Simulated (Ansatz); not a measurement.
The reference is TaAs in the CsCl type structure (space group Pm-3m, No. 221; a = 3.1783 Å; a hypothetical phase, not in the database extracts checked; relaxed with 0.1 eV smearing). Axes: x, y, z lie along the cube axes.

Computed with plane-wave PAW DFT at the PBEsol level (Ansatz, an electronic-structure program, 420 eV), no spin-orbit coupling.

Perturbation: a pure shear with ε_yz = ε_zy = 0.0392, atoms relaxed at fixed cell.

Problem. Predict the stress tensor and what it implies for the stiffness.

Solution. Stress of the strained cell less that of the base (GPa, compression positive):
```
    1.8     0.0     0.0
    0.0     1.2    -9.8
    0.0    -9.8     1.2
```

Then −Δσ/γ with γ = 2ε = 0.0784 gives secant stiffness values (nonlinear terms included at this strain): C44 ≈ 125 GPa.

As a check, the harmonic strain energy −½ V₀ Δσ:ε is 39 meV/atom; the computed energy rise is 39 meV/atom.

No phonon test of stability was made. The final runs are not spin-polarised.
